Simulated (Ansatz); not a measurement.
**HfN, pressure series**

Take HfN in the rock salt structure (space group Fm-3m, No. 225; a = 4.525 Å) as the base.

Cell and atoms are relaxed at each pressure.

Calculations: r2SCAN, PAW, 500 eV (Ansatz, a first-principles code; spin-orbit coupling left out).

| P (GPa) | V (Å³/atom) |
|---|---|
| -2.00 | 11.669 |
| -1.00 | 11.627 |
| 0.90 | 11.549 |
| 2.10 | 11.501 |
| 4.48 | 11.408 |
| 9.00 | 11.243 |
| 15.00 | 11.041 |
| 22.50 | 10.812 |
| 30.00 | 10.605 |

**Question.** Fit a third-order Birch–Murnaghan equation of state.

**Answer.** Least squares on P(V) = (3B₀/2)[(V₀/V)^(7/3) − (V₀/V)^(5/3)]·[1 + (3/4)(B₀′ − 4)((V₀/V)^(2/3) − 1)] gives V₀ = 11.59 Å³/atom, B₀ = 282 GPa and B₀′ = 4.2.

Load acts through the strain it causes; cell and atoms are relaxed under it. No phonon test of stability was made. No other phases were tried under pressure. The final runs are not spin-polarised. An odd electron count without spin: HfN.
